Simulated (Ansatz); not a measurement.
# WSe2: point defects

Consider a 12-atom supercell of WSe$_{2}$ in the 2H-MoS2 type structure (space group P6_3/mmc, No. 194; a = 3.2999 Å, c = 13.1513 Å; layered, stacked along the Cartesian z axis) at its relaxed geometry.

One neutral defect a cell, atoms relaxed at fixed cell.

Method: r2SCAN+rVV10/PAW in Ansatz (a program for electronic structure), without spin-orbit coupling.

| change | largest displacement of a host atom from its site in the perfect cell | pressure |
|---|---|---|
| perfect supercell | – | 0.0 GPa |
| Se on a W site (antisite) | 0.25 Å | [?] |
| Os on a W site | 0.25 Å | [?] |
| W vacancy, symmetric start | 0.19 Å | -0.8 GPa |

Complete the table.


- Se on a W site (antisite), pressure: 3.5 GPa
- Os on a W site, pressure: 0.8 GPa

Other magnetic orders, which the real material may have, were not ruled out. In so small a cell the defect repeats every few ångströms: this is an ordered compound, not a dilute defect. The mesh was chosen for an insulator and is coarse for the gapless case. Defects with a symmetric start kept the site's symmetry and may sit on a saddle; the others started slightly shaken. Starting moments died away, wholly or in part, for Se on a W site (antisite), Os on a W site and W vacancy; another magnetic solution may exist.
